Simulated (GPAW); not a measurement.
GPAW run on NaBi (P4/mmm, 2 atoms in the cell): self-consistent single point.

Method: LDA (Perdew-Wang 92), GPAW PAW datasets LDA (gpaw-data 1.0.1) (plane waves; GPAW 25.7.0).

```xyz
2
Lattice="3.4052 0.0000 0.0000 0.0000 3.4052 0.0000 0.0000 0.0000 4.8671" Properties=species:S:1:pos:R:3 pbc="T T T"
Na     1.7026     1.7026     2.4336
Bi     0.0000     0.0000     0.0000
```

Reference input (self-consistent single point, DFT PBEsol, plane waves, GPAW PAW datasets PBEsol (made by gpaw-setup)): mode = pw; ecut = 850 eV; xc = PBEsol; kpts = 10 10 7; mesh shift (steps) = 0 0 0; occupations.name = fermi-dirac; occupations.width = 0.1 eV; nbands = -8; convergence.forces = 0.001 eV/Å; symmetry.symmorphic = false; symmetry.tolerance = 0.0005; maxiter = 100. This run's input differs from it in these lines:

```diff
@@ -13,3 +13,3 @@
 calc = GPAW(mode={'name': 'pw', 'ecut': 850},
-            xc='PBEsol',
+            xc='LDA',
             kpts={'size': (10, 10, 7), 'gamma': True},
```

Its files differ too (potentials: GPAW PAW datasets LDA (gpaw-data 1.0.1)).

The program printed (abridged):

```
     iter     time        total  log10-change:
                         energy   eigst   dens  force
iter:   1 --:--:--    -7.567295
iter:   2 --:--:--    -7.572422   -2.00  -1.63
iter:   3 --:--:--    -7.548777   -2.87  -1.66
iter:   4 --:--:--    -7.553390   -3.49  -2.13
iter:   5 --:--:--    -7.552884c  -4.70  -2.56
iter:   6 --:--:--    -7.551071c  -3.55  -2.62
iter:   7 --:--:--    -7.550905c  -5.01  -2.96
iter:   8 --:--:--    -7.550917c  -5.56  -3.18
iter:   9 --:--:--    -7.550905c  -6.06  -3.53
iter:  10 --:--:--    -7.550908c  -6.67  -3.59
iter:  11 --:--:--    -7.550916c  -5.94  -3.67
iter:  12 --:--:--    -7.550915c  -7.53c -4.28c
iter:  13 --:--:--    -7.550914c  -6.61  -4.30c
iter:  14 --:--:--    -7.550915c  -7.56c -4.31c -23.47c
Converged after 14 iterations.

Dipole moment: (-0.000000, -0.000000, -0.000000) |e|*Ang

Energy contributions relative to reference atoms: (reference = -588937.056219)

Kinetic:        +15.436931
Potential:      -14.011227
External:        +0.000000
XC:              -7.557253
Entropy (-ST):   -0.027036
Local:           -1.405848
SIC:             +0.000000
--------------------------
Free energy:     -7.564433
Extrapolated:    -7.550915

Showing only first 2 kpts
 Kpt  Band  Eigenvalues  Occupancy
  0     9      2.23028    2.00000
  0    10      4.63312    0.00865
  0    11      7.13260    0.00000
  0    12      7.13260    0.00000

  1     9      1.53490    2.00000
  1    10      5.66532    0.00000
  1    11      7.16340    0.00000
  1    12      7.16340    0.00000

Fermi level: 4.08924

No gap
No difference between direct/indirect transitions
Energy (eV): -7.550915

Forces in eV/Ang:
  0 Na   -0.00000    0.00000    0.00000
  1 Bi    0.00000    0.00000    0.00000

Stress tensor:
     0.010834     0.000000     0.000000
     0.000000     0.010834     0.000000
     0.000000     0.000000     0.011288
Stress (GPa, Voigt): [1.7358 1.7358 1.8086 0.     0.     0.    ]
```

The run converged in 14 iterations. GPAW prints stress with tension positive. Against the reference run the pressure goes from -0.42 to -1.76 GPa.

The starting cell comes from a database of computed structures (which also holds hypothetical and non-ambient phases and stackings), without a prior relaxation at this level.

Cost on one core of a shared machine: roughly 40 s.
